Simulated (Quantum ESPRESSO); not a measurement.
The steps of a band-structure calculation for InHg (R-3m, 2 atoms in the cell) with Quantum ESPRESSO.

Method of the run: PBEsol, GBRV 1.5 ultrasoft (PBESOL) pseudopotentials (plane waves; Quantum ESPRESSO).

Step 1 (scf):

```fortran
&control
   calculation = 'scf'
   prefix = 'pwscf'
   outdir = './tmp/'
   pseudo_dir = './'
   tprnfor = .true.
   tstress = .true.
/
&system
   ibrav = 0
   nat = 2
   ntyp = 2
   ecutwfc = 40
   ecutrho = 200
   occupations = 'smearing'
   smearing = 'gaussian'
   degauss = 0.0073499
/
&electrons
   conv_thr = 1e-10
/
ATOMIC_SPECIES
In   114.8180  in_pbesol_v1.4.uspp.F.UPF
Hg   200.5920  hg_pbesol_v1.uspp.F.UPF
CELL_PARAMETERS bohr
   3.37505100     1.94858660     8.29463724
  -3.37505100     1.94858660     8.29463724
   0.00000000    -3.89717321     8.29463724
ATOMIC_POSITIONS crystal
In    0.50000000    0.50000000    0.50000000
Hg    0.00000000    0.00000000    0.00000000
K_POINTS automatic
9 9 9  0 0 0
```

Step 2 (bands):

```fortran
&control
   calculation = 'bands'
   prefix = 'pwscf'
   outdir = './tmp/'
   pseudo_dir = './'
   verbosity = 'high'
/
&system
   ibrav = 0
   nat = 2
   ntyp = 2
   ecutwfc = 40
   ecutrho = 200
   occupations = 'smearing'
   smearing = 'gaussian'
   degauss = 0.0073499
   nbnd = 20
/
&electrons
   conv_thr = 1e-10
   startingwfc = 'random'
   diago_thr_init = 1.0d-6
   diagonalization = 'cg'
/
ATOMIC_SPECIES
In   114.8180  in_pbesol_v1.4.uspp.F.UPF
Hg   200.5920  hg_pbesol_v1.uspp.F.UPF
CELL_PARAMETERS bohr
   3.37505100     1.94858660     8.29463724
  -3.37505100     1.94858660     8.29463724
   0.00000000    -3.89717321     8.29463724
ATOMIC_POSITIONS crystal
In    0.50000000    0.50000000    0.50000000
Hg    0.00000000    0.00000000    0.00000000
K_POINTS crystal_b
13
  0.00000000   0.00000000   0.00000000  10  ! G
  0.50000000   0.00000000   0.00000000   7  ! L
  0.50000000   0.20345867  -0.20345867   1  ! B1
  0.79654133   0.50000000   0.20345867  10  ! B
  0.50000000   0.50000000   0.50000000   7  ! Z
  0.00000000   0.00000000   0.00000000  12  ! G
  0.35172933   0.00000000  -0.35172933   1  ! X
  0.64827067   0.35172933   0.00000000   5  ! Q
  0.50000000   0.50000000   0.00000000   3  ! F
  0.64827067   0.64827067   0.20345867   9  ! P1
  0.50000000   0.50000000   0.50000000   1  ! Z
  0.50000000   0.00000000   0.00000000   5  ! L
  0.79654133   0.35172933   0.35172933   1  ! P
```

Step 3 (bands.x):

```fortran
&bands
   prefix = 'pwscf'
   outdir = './tmp/'
   filband = 'bands.dat'
   lsym = .false.
/
```

Output of bands (abridged):

```
     Atomic positions and unit cell read from directory:
     ./tmp/pwscf.save/

     Message from routine setup:
     using ibrav=0 with symmetry is DISCOURAGED, use correct ibrav instead
     G-vector sticks info
     --------------------
     sticks:   dense  smooth     PW     G-vecs:    dense   smooth      PW
     Sum         917     735    225                15667    11193    1897

     bravais-lattice index     =            0
   [... lines left out ...]
     unit-cell volume          =     327.3020 (a.u.)^3
   [... lines left out ...]

     number of k points=    72  Gaussian smearing, width (Ry)=  0.0073
                       cart. coord. in units 2pi/alat
        k(    1) = (   0.0000000   0.0000000   0.0000000), wk =   0.0277778
        k(    2) = (   0.0678845   0.0391931   0.0184146), wk =   0.0277778
        k(    3) = (   0.1357691   0.0783863   0.0368292), wk =   0.0277778
   [... 69 lines left out ...]

     Dense  grid:    15667 G-vectors     FFT dimensions: (  45,  45,  45)

     Smooth grid:    11193 G-vectors     FFT dimensions: (  40,  40,  40)

     The potential is recalculated from file :
     ./tmp/pwscf.save/charge-density

     Band Structure Calculation
     CG style diagonalization

     ethr =  1.00E-06,  avg # of iterations = 33.1

     End of band structure calculation

          k = 0.0000 0.0000 0.0000 (  1391 PWs)   bands (ev):

    -3.5178  -3.4980  -3.4980  -3.4079  -3.4079   1.3396   3.5617   3.9170
     3.9170   4.1396   4.1396   9.9863  11.5450  17.5841  17.5841  20.5697
    21.3964  21.6362  21.6362  22.6496

          k = 0.0679 0.0392 0.0184 (  1396 PWs)   bands (ev):

    -3.5150  -3.4984  -3.4938  -3.4103  -3.4078   1.3844   3.5735   3.9093
     3.9292   4.1200   4.1333   9.9998  11.6156  17.2210  17.5303  20.3963
    21.1817  21.3479  21.4662  22.8844

   [... 70 blocks of this kind left out ...]
```

Output of bands.x (abridged):

```
     Reading xml data from directory:

     ./tmp/pwscf.save/

     G-vector sticks info
     --------------------
     sticks:   dense  smooth     PW     G-vecs:    dense   smooth      PW
     Sum         917     735    225                15667    11193    1897

     Reading collected, re-writing distributed wavefunctions
     high-symmetry point:  0.0000 0.0000 0.0000   x coordinate   0.0000
     high-symmetry point:  0.6788 0.3919 0.1841   x coordinate   0.8052
     high-symmetry point:  0.4026 0.8704 0.1841   x coordinate   1.3577
     high-symmetry point:  0.4026 0.6973 0.5524   x coordinate   1.3577
     high-symmetry point:  0.0000 0.0000 0.5524   x coordinate   2.1629
     high-symmetry point:  0.0000 0.0000 0.0000   x coordinate   2.7153
   [... 2 lines left out ...]
     high-symmetry point:  0.0000 0.7839 0.3683   x coordinate   4.4513
     high-symmetry point:  0.0000 0.6973 0.5524   x coordinate   4.6548
     high-symmetry point:  0.0000 0.0000 0.5524   x coordinate   5.3521
     high-symmetry point:  0.6788 0.3919 0.1841   x coordinate   5.3521
     high-symmetry point:  0.6039 0.3487 0.5524   x coordinate   5.7305

     Plottable bands (eV) written to file bands.dat.gnu
     Bands written to file bands.dat

   JOB DONE.
```

The starting cell comes from a database of published, mostly measured structures (it also holds non-ambient and calculated ones), without a prior relaxation at this level. Spin-orbit coupling is off.
